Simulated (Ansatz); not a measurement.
Consider CoSn (space group P6/mmm, No. 191; non-magnetic).

```xyz
6
Lattice="5.2178 0.0000 0.0000 -2.6089 4.5188 0.0000 0.0000 0.0000 4.1725" Properties=species:S:1:pos:R:3 pbc="T T T"
Co     2.6089     0.0000     0.0000
Co     1.3045     2.2594     0.0000
Co    -1.3045     2.2594     0.0000
Sn     0.0000     0.0000     0.0000
Sn     0.0000     3.0125     2.0862
Sn     2.6089     1.5063     2.0862
```

Cartesian axes are those of the cell as printed.

Calculations: PBEsol/PAW in Ansatz (a program for electronic structure), no spin-orbit coupling.

Before the change:

- Shortest interatomic distance = 2.573 Å
- Pressure = 0.0 GPa

The change: uniaxial strain ε_zz = −1.22 %, all other strain components held at zero; the atoms relax in the strained cell.

**Question.** How does this affect the shortest interatomic distance, pressure and energy relative to the base?

**Answer.** The shortest interatomic distance drops by 0.0206 Å, from 2.573 Å to 2.553 Å; the pressure (mean of the normal stresses, compression positive) goes from zero to 1.9 GPa; the energy goes up by 2.2 meV/atom.

Without a gap, meshes like the base's 10×10×11 leave anisotropic stresses uncertain by several tenths of a GPa, and small strain energies with them. Whether these cells are dynamically stable was not tested. Seeded moments were not kept for the base. The final runs are not spin-polarised.
